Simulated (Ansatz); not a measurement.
Functionals compared on H on the 1x1 (110) surface of bcc Nb, one in a 2x2 cell, started at the site 'hollow Nb-Nb-Nb', in Ansatz (plane waves, PAW). The structure was relaxed with PBE; the other rows are single points on it, each with its references at the same level. Cutoff 420 eV (500 eV for r2SCAN).

Slab: 17 atoms, 6.8 Å thick at the start under the adsorbate (thin: gaps and levels are the slab's own); k 5x5x1, smearing 0.1 eV, dipole-corrected; 8 atoms held, the rest relaxed; held to the start's symmetry, so lower structures may exist; no spin, no spin-orbit, no U, no dispersion correction. At the end it is bonded to 3 Nb. In PBE it is, or lies within 0.03 eV of, the lowest of the starts that converged. These notes are the PBE run's. Adsorption energies are against ½ H2(g). A negative adsorption energy means that the adsorbate is more stable on the surface than in its reference.

| functional | adsorption energy (eV) | work function of the top face (eV) | change of the work function (eV) | rough cost of the single point |
|---|---|---|---|---|
| PBE | -0.90 | 4.40 | -0.07 | – |
| RPBE | -0.78 | 4.26 | -0.08 | about 60 core-seconds (a rough figure) |
| r2SCAN | ___ | ___ | ___ | roughly 2.7 core-minutes |

Some entries are withheld; supply them.


- r2SCAN, adsorption energy (eV): -1.02
- r2SCAN, work function of the top face (eV): 4.46
- r2SCAN, change of the work function (eV): -0.10

Ansatz is a program for electronic structure.
